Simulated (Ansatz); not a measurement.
The reference is Pt in the fcc (Cu type) structure (space group Fm-3m, No. 225; a = 3.9403 Å). Axes: x, y, z lie along the cube axes.

Level of theory: r2SCAN (Ansatz, a program for electronic structure), no SOC.

Strains are applied to the cell and any free atomic positions relax; under biaxial strain the out-of-plane vector relaxes too.

One change was made to it. Results:

The energy goes up by 17 meV/atom; the volume per atom rises by 0.36 Å³ to 15.65 Å³; the pressure (mean of the normal stresses, compression positive) goes from zero to -5.2 GPa; the band gap stays zero.

Question: Which of these changes matches the shifts?
A) uniaxial strain ε_xx = +1.04 %
B) biaxial strain −2.24 %, plane normal [111], relaxed out of plane
C) uniaxial strain ε_yy = +5.45 %
D) biaxial strain +2.39 %, plane normal [110], relaxed out of plane

Answer: D, biaxial strain +2.39 %, plane normal [110], relaxed out of plane. For comparison, the energy relative to the base in the other runs: biaxial strain −2.24 %, plane normal [111], relaxed out of plane gives +16 meV/atom; uniaxial strain ε_yy = +5.45 % gives +42 meV/atom; uniaxial strain ε_xx = +1.04 % gives +1.7 meV/atom.

A biaxial case was relaxed in a doubled cell and then solved in the primitive one. Without a gap, meshes like the base's 20×20×20 leave anisotropic stresses uncertain by several tenths of a GPa, and small strain energies with them. Stability against distortions was not tested. All final runs are without spin polarisation. Pt lies near a magnetic instability that expansion can trigger; it was not tested.
